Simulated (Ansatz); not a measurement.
Take Ru in the hcp (Mg type) structure (space group P6_3/mmc, No. 194) as the base.

```
CELL_PARAMETERS angstrom
      2.70581     0.00000     0.00000
     -1.35291     2.34330     0.00000
      0.00000     0.00000     4.26228
ATOMIC_POSITIONS crystal
  Ru 0.33333 0.66667 0.75000
  Ru 0.66667 0.33333 0.25000
```

Calculations: plane-wave PAW DFT at the r2SCAN level (Ansatz, a program for electronic structure, 500 eV), scalar-relativistic without spin-orbit coupling, earlier PAW set.

For the base:

The band gap is zero, the lattice parameter a is 2.706 Å and the c/a ratio is 1.575.

One thing is altered: every Ru is replaced by Si, then cell and atoms are relaxed.

Tabulated Pauling electronegativity and covalent radius: Ru 2.20, 1.46 Å; Si 1.90, 1.11 Å.

Question: Predict the new band gap, lattice parameter a and c/a ratio.

Answer: The band gap remains zero; the lattice parameter a drops by 0.062 Å, from 2.706 Å to 2.644 Å; the c/a ratio grows by 0.1384, from 1.575 to 1.714.

No phonon test of stability was made. For Si in this form, whether it has been made was not checked. All final runs are without spin polarisation. This is not the structure that Si has at room temperature and ambient pressure.
